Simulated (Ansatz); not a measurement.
# A self-consistent single point of a (110) slab of HgPt3 (cut from a parent of space group no. 65; 8 atoms in the cell) with Ansatz

Method of the run: PBEsol, default PAW files made with PBE (plane waves; Ansatz, a quantum-chemistry and plane-wave program).

Input:

Ansatz 0.2 input:
```yaml
# HgPt3
crystal:
  lattice:
    - [2.89696300, 0.00000000, 0.00000000]
    - [0.00000000, 4.91219800, 0.00000000]
    - [0.00000000, 0.00000000, 21.02840600]
  atoms:
    - { symbol: Hg, position: [0.00000000, 0.07683300, 0.44429400] }
    - { symbol: Hg, position: [0.00000000, 0.37705400, 0.66711700] }
    - { symbol: Pt, position: [0.00000000, 0.42672300, 0.33288300] }
    - { symbol: Pt, position: [0.50000000, 0.92672300, 0.33288300] }
    - { symbol: Pt, position: [0.50000000, 0.57683300, 0.44429400] }
    - { symbol: Pt, position: [0.00000000, 0.72694400, 0.55570600] }
    - { symbol: Pt, position: [0.50000000, 0.22694400, 0.55570600] }
    - { symbol: Pt, position: [0.50000000, 0.87705400, 0.66711700] }
basis:
  ecutwfc: 420.0
kpoints:
  mp_grid: { grid: [8, 5, 1] }
hamiltonian:
  xc: pbesol
  pseudopotentials: { kind: paw }
scf:
  occupations: { method: fermi_dirac, width: 0.1 }
output:
  forces: true
  eigenvalues: true
  stress: true
```

Output (repeated stretches shortened):

```
WARN ansatz: RAYON_NUM_THREADS=1 ignored (pool sized by the plan → 1); use --threads N
Pseudopotentials: kind: paw
Pseudopotential: Hg, paw, valence charge 20
Pseudopotential: Pt, paw, valence charge 18
Crystal: 8 atoms, lattice volume = 299.244 Å³
Basis set: ecut = 420 eV, 5851 PW (Γ), exchange–correlation on 40×72×288 points (8 copies of the dense FFT grid, shifted against one another)
Bands: 89, of which v1, the nominal top of the filled ones, is band 74 counted from 1 (73 counted from 0)
Symmetry: 2 space group operations
Space group: Pm (ITA 6), of the structure as read, at distance tolerance 6.7e-5 Å
k-points: 15 of 40 (time reversal used)
PAW frozen core: Hg, regenerated for the run's functional, and the local potential with it
PAW frozen core: Pt, regenerated for the run's functional, and the local potential with it
Initial density: superposition of atomic densities (neutral atoms: chi_scale 0, normalization atom), corrected by the library's trained network
Initial wavefunctions: pseudopotential atomic-orbital guess
Eigensolver: davidson
Functional: x = pbesol(κ = 0.804, μ = 0.12345679012345678), c = pbesol(β = 0.046)
SCF iter   1: F=—  HF=-101636.278244 eV  |F-HF|=—  |Δ(HF+E_count)|=         —  Δρ=9.88e-3  dr2=2.96e0  ethr=1.77e-3  ⟨swp⟩=7.3  Hψ=5501  notcnv=0  defer=35
all-band conjugate gradients solve this SCF's bands
preconditioner: auto → LDOS
SCF iter   2: F=—  HF=-101636.227591 eV  |F-HF|=—  |Δ(HF+E_count)|=   5.07e-2  Δρ=3.11e-3  dr2=5.21e-2  ethr=1.77e-3  ⟨swp⟩=1.8  Hψ=1607  notcnv=0  defer=57
SCF iter   3: F=—  HF=-101636.231594 eV  |F-HF|=—  |Δ(HF+E_count)|=   4.00e-3  Δρ=1.77e-3  dr2=1.56e-2  ethr=3.52e-5  ⟨swp⟩=2.1  Hψ=2210  notcnv=0  defer=61
SCF iter   4: F=—  HF=-101636.228480 eV  |F-HF|=—  |Δ(HF+E_count)|=   3.11e-3  Δρ=5.21e-4  dr2=2.28e-3  ethr=1.05e-5  ⟨swp⟩=2.2  Hψ=2534  notcnv=0  defer=55
SCF iter   5: F=—  HF=-101636.228127 eV  |F-HF|=—  |Δ(HF+E_count)|=   3.52e-4  Δρ=1.49e-4  dr2=8.61e-5  ethr=1.54e-6  ⟨swp⟩=2.3  Hψ=2009  notcnv=0  defer=53
SCF iter   6: F=—  HF=-101636.228260 eV  |F-HF|=—  |Δ(HF+E_count)|=   1.33e-4  Δρ=6.71e-5  dr2=2.17e-5  ethr=5.82e-8  ⟨swp⟩=2.0  Hψ=2355  notcnv=0  defer=53
SCF iter   7: F=—  HF=-101636.228260 eV  |F-HF|=—  |Δ(HF+E_count)|=   8.54e-8  Δρ=2.67e-5  dr2=3.90e-6  ethr=1.47e-8  ⟨swp⟩=2.0  Hψ=1927  notcnv=0  defer=56
SCF iter   8: F=—  HF=-101636.228262 eV  |F-HF|=—  |Δ(HF+E_count)|=   1.42e-6  Δρ=1.33e-5  dr2=1.10e-6  ethr=2.63e-9  ⟨swp⟩=2.0  Hψ=1928  notcnv=0  defer=56
SCF iter   9: F=—  HF=-101636.228262 eV  |F-HF|=—  |Δ(HF+E_count)|=   5.95e-8  Δρ=5.58e-6  dr2=1.65e-7  ethr=7.40e-10  ⟨swp⟩=2.0  Hψ=1906  notcnv=0  defer=56
SCF iter  10: F=-101636.228263 eV  HF=-101636.228262 eV  |F-HF|=1.36e-7  |Δ(HF+E_count)|=   7.62e-7  Δρ=2.30e-6  dr2=2.27e-8  ethr=6.76e-11  ⟨swp⟩=15.3  Hψ=6322  notcnv=0
SCF 1 converged in 10 iterations: F = -101636.228263 eV  dr2 = 2.27e-8
SCF converged after 10 iterations
Free energy (F): -101636.228263 eV
Harris-Foulkes:  -101636.228262 eV  (|F-HF|=1.36e-7)
Internal energy: -101635.973268 eV  (E = F + TS)
E sigma→0 (E₀):  -101636.100765 eV
Entropy (-TS):   -0.254994 eV (-31.874 meV/atom)
Fermi energy:    6.187872 eV
--- Per-component energies (eV) ---
  E_band       = -3665.900702
  E_kinetic    = 5022.144309
  E_local      = -168965.770763  (includes V_loc(G=0)·N_el)
  E_nonlocal   = 1374.808347
  E_hartree    = 81929.488970
  E_xc         = -1991.066959
  E_vxc        = -2326.023422  (∫ρ·V_xc dr)
  E_paw        = -75498.246941  (= ΣΔE_a)
  E_vpaw       = -2630.015660  (= ΣTr[D̂ρ^β])
  E_aug_tail   = 0.003083  (compensation charges beyond the density's cutoff)
  E_ewald      = 56490.287496
  E_core_change = 2.379190  (= ΣΔE_core)
  E_smearing   = -0.254994  (= −TS)
  E_closure    = -0.000000  (closes the sum)
  Σ components = -101636.228263   (vs F -101636.228263, Δ=0.00e0)
--- Forces (eV/Å), atoms counted from 1 ---
  atom   1  Hg     0.00000000     0.02520284    -0.15595833
  atom   2  Hg     0.00000000     0.06664177     0.65084043
  atom   3  Pt     0.00000000     0.13508087     0.71759031
  atom   4  Pt     0.00000000    -0.16830300     0.31456687
  atom   5  Pt     0.00000000    -0.01022568     0.06792457
  atom   6  Pt     0.00000000    -0.12111435    -0.13688954
  atom   7  Pt     0.00000000     0.06951065    -0.32090093
  atom   8  Pt     0.00000000     0.00320237    -1.13718612
  max |Σ_I F_I| component: 1.28e-5 eV/Å
--- Stress (GPa, compression-positive) ---
       -7.148051       0.000000       0.000000
        0.000000      -7.084185       0.152174
        0.000000       0.152174      -3.089688
  P = ⅓ Tr σ = -5.7740 GPa (-57.740 kbar)
  The stress holds the Pulay correction. Without it, at fixed plane waves, as pw.x and ABINIT print it: P = -5.7974 GPa
--- Band table (eV; the first three rows and the last of 15) ---
  k-point 0: bands = ["-108.7111", "-108.5215", "-91.9104", "-91.7675", "-91.7396", "-91.5536", "-91.4647", "-91.3158", "-57.1170", "-57.1017", "-57.0966", "-56.9152", "-56.9102", "-56.8812", "-46.1781", "-46.1018", "-46.0445", "-45.9956", [...]
  k-point 1: bands = ["-108.7111", "-108.5215", "-91.9103", "-91.7675", "-91.7397", "-91.5534", "-91.4649", "-91.3158", "-57.1170", "-57.1016", "-57.0966", "-56.9152", "-56.9101", "-56.8812", "-46.1611", "-46.0954", "-46.0421", "-45.9956", [...]
  k-point 2: bands = ["-108.7111", "-108.5215", "-91.9101", "-91.7675", "-91.7398", "-91.5531", "-91.4652", "-91.3158", "-57.1170", "-57.1014", "-57.0966", "-56.9152", "-56.9098", "-56.8812", "-46.1359", "-46.0658", "-46.0380", "-46.0023", [...]
  k-point 14: bands = ["-108.7087", "-108.5191", "-91.9042", "-91.7617", "-91.7341", "-91.5473", "-91.4595", "-91.3100", "-57.1936", "-57.0952", "-57.0902", "-56.9913", "-56.9037", "-56.8750", "-46.2246", "-46.1357", "-46.0845", "-46.0155", [...]
```

The run converged in 10 iterations.

The starting cell comes from a database of computed structures (which also holds hypothetical and non-ambient phases and stackings), without a prior relaxation at this level. The slab is cut from that crystal, and its faces are unrelaxed. Its lattice was rescaled by up to half a per cent. Spin-orbit coupling is off. Spin polarisation is off. The two faces of this cut differ, and no dipole correction was used. Forces in this geometry exceed 1 eV/Å.

Cost on one core of a shared machine: roughly 40 s.
